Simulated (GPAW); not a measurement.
Band structure of LiZn (Fd-3m, 4 atoms in the cell).

```xyz
4
Lattice="0.0000 3.0318 3.0318 3.0318 0.0000 3.0318 3.0318 3.0318 0.0000" Properties=species:S:1:pos:R:3 pbc="T T T"
Li     1.5159     1.5159     1.5159
Li     0.0000     0.0000     0.0000
Zn     4.5477     4.5477     4.5477
Zn     3.0318     3.0318     3.0318
```

Method: PBEsol, GPAW PAW datasets PBEsol (made by gpaw-setup) (plane waves; GPAW).

Settings: mode = pw; ecut = 850 eV; xc = PBEsol; kpts = 8 8 8; mesh shift (steps) = 0 0 0; occupations.name = methfessel-paxton; occupations.width = 0.05 eV; occupations.order = 0; nbands = -12; convergence.forces = 0.001 eV/Å; symmetry.symmorphic = false; symmetry.tolerance = 0.0005; maxiter = 100; bandpath_npoints = 40.

The starting cell comes from a database of computed structures (which also holds hypothetical and non-ambient phases and stackings), without a prior relaxation at this level.

Levels in eV from the Fermi level, bands 10 to 17:
| point | 10 | 11 | 12 | 13 | 14 | 15 | 16 | 17 |
|---|---|---|---|---|---|---|---|---|
| Γ | -6.62 | -6.62 | 3.62 | 3.62 | 3.62 | 3.75 | 3.75 | 3.75 |
| X | -6.61 | -4.10 | -4.10 | -0.97 | -0.97 | 2.94 | 2.94 | 10.75 |
| W | -6.57 | -3.98 | -3.98 | -1.50 | -1.50 | 5.10 | 5.10 | 6.74 |
| K | -6.56 | -4.46 | -3.64 | -1.87 | -0.37 | 3.06 | 5.38 | 8.30 |
| L | -6.65 | -5.45 | -3.78 | 1.88 | 1.88 | 3.27 | 3.27 | 3.90 |
| U | -6.56 | -4.46 | -3.64 | -1.87 | -0.37 | 3.06 | 5.38 | 8.30 |

Bands cross the Fermi level along this path, so the cell is metallic at this level.
